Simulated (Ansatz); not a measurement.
## monoclinic HfO2 (1 0 0) on wurtzite GaN (1 1 0) (film strained to the substrate, started from cuts of the bulks and a machine-learned relaxation; slabs Ga18N18 and Hf12O24, which can lie off the formulas)

A periodic stack without vacuum, monoclinic HfO2 (1 0 0) on wurtzite GaN (1 1 0) (film strained to the substrate, started from cuts of the bulks and a machine-learned relaxation; slabs Ga18N18 and Hf12O24, which can lie off the formulas): substrate slab Ga18N18, film Hf12O24, surface cells [[0, 1], [-1, 0]] and [[0, 1], [-1, 0]], film strained by +0.6 and +4.2 %, outermost planes GaN/GaN and O/O as cut, which need not be the usual terminations and can put a slab off its formula.

The start was prepared with a machine-learned potential, and the result is one local minimum, with the in-plane cell held and forces under 0.04 eV/Å; the film can end far from its bulk form.

Values marked by level come from PBE (plane waves to 420 eV, PAW; Ansatz, a first-principles code); HSE06 (plane waves to 420 eV, PAW; Ansatz). Geometries and values that name no level are of the first. Scalar-relativistic, without spin–orbit coupling; PBE gaps are too small against experiment. Its k-point mesh 4×5×1, Fermi–Dirac width 0.05 eV. HSE06 ran on meshes of its own (7×7×4, 3×3×3); its edges and gaps are taken over the mesh and over extra points off it, mostly where PBE has its edges.

* **interface area**: 29.2 Å²
* **period**: 29.73 Å
* **heights between the nearest atoms of the two slabs at the two interfaces**: 1.33 and 1.35 Å
* **Ga–Hf contacts across the interfaces within 1.22 times the sum of covalent radii**: 9, mean 3.28 Å
* **Ga–O contacts across the interfaces within 1.22 times the sum of covalent radii**: 4, mean 1.91 Å
* **Hf–N contacts across the interfaces within 1.22 times the sum of covalent radii**: 4, mean 2.25 Å
* **PBE gap of the stack on the mesh, by band count**: 1.97 eV
* **valence offset, film less substrate (PBE, at the middle of a substrate layer that carries a field)**: -0.82 eV
* **conduction offset (PBE, at the middle of a substrate layer that carries a field)**: +1.56 eV
* **valence offset, film less substrate (HSE06 edges on the PBE line-up, at the middle of a substrate layer that carries a field)**: -1.08 eV
* **conduction offset (HSE06 edges on the PBE line-up, at the middle of a substrate layer that carries a field)**: +1.68 eV
* **spin-polarised check at this geometry**: falls back to no moment
* **slope of the mean potential energy in the substrate**: +2.2 MV/cm × e

```
CELL_PARAMETERS angstrom
      5.57058     0.00114     0.21101
      0.00004     5.24306    -0.03037
      2.06787     0.25605    29.82905
ATOMIC_POSITIONS crystal
  Ga 0.51561 0.51538 0.02257
  Ga 0.20322 0.00389 0.02094
  N  0.53512 0.89601 0.01766
  N  0.19089 0.37239 0.01530
  Ga 0.99768 0.50181 0.07040
  Ga 0.66838 0.00544 0.07142
  N  0.99821 0.87727 0.07252
  N  0.66415 0.38100 0.07304
  Ga 0.46598 0.50374 0.12709
  Ga 0.13542 0.00234 0.12651
  N  0.46917 0.88023 0.12598
  N  0.13355 0.37943 0.12527
  Ga 0.93656 0.50144 0.17996
  Ga 0.60353 0.00159 0.18045
  N  0.93709 0.87827 0.18030
  N  0.60297 0.37828 0.18053
  Ga 0.40516 0.50073 0.23469
  Ga 0.07262 0.00069 0.23450
  N  0.40599 0.87748 0.23457
  N  0.07207 0.37748 0.23410
  Ga 0.87415 0.49937 0.28852
  Ga 0.54105 0.99960 0.28905
  N  0.87490 0.87629 0.28853
  N  0.54101 0.37622 0.28845
  Ga 0.34297 0.49792 0.34268
  Ga 0.01226 0.00007 0.34224
  N  0.34467 0.87483 0.34325
  N  0.00928 0.37639 0.34257
  Ga 0.81101 0.50033 0.39729
  Ga 0.48042 0.99338 0.39855
  N  0.81336 0.87623 0.39672
  N  0.48026 0.36924 0.39594
  Ga 0.27854 0.48227 0.44960
  Ga 0.96641 0.01495 0.44614
  N  0.28836 0.85454 0.45177
  N  0.94157 0.38935 0.45106
  Hf 0.54017 0.90783 0.61095
  Hf 0.23534 0.93185 0.52458
  Hf 0.73375 0.39182 0.52296
  Hf 0.04058 0.43376 0.61020
  O  0.74665 0.22075 0.58469
  O  0.01889 0.60457 0.54788
  O  0.50898 0.71656 0.55006
  O  0.25690 0.13483 0.58258
  O  0.72455 0.62978 0.64289
  O  0.89212 0.02713 0.50964
  O  0.42100 0.29195 0.49650
  O  0.22200 0.71768 0.64227
  Hf 0.56445 0.87848 0.77859
  Hf 0.13312 0.95175 0.70133
  Hf 0.63644 0.38814 0.70103
  Hf 0.06708 0.45710 0.77881
  O  0.80284 0.16510 0.74905
  O  0.88987 0.67215 0.73067
  O  0.38826 0.66249 0.73076
  O  0.30135 0.16819 0.74976
  O  0.72187 0.59334 0.81263
  O  0.95667 0.21310 0.66683
  O  0.45537 0.12658 0.66752
  O  0.22362 0.73752 0.81363
  Hf 0.61583 0.87112 0.94291
  Hf 0.17449 0.95828 0.87208
  Hf 0.67489 0.37500 0.87082
  Hf 0.10364 0.46795 0.94638
  O  0.87205 0.14317 0.91754
  O  0.91635 0.67018 0.89630
  O  0.42367 0.66426 0.89848
  O  0.37779 0.18940 0.91804
  O  0.73131 0.51881 0.96975
  O  0.01228 0.23496 0.83614
  O  0.51140 0.09627 0.83601
  O  0.17557 0.82217 0.96706
```
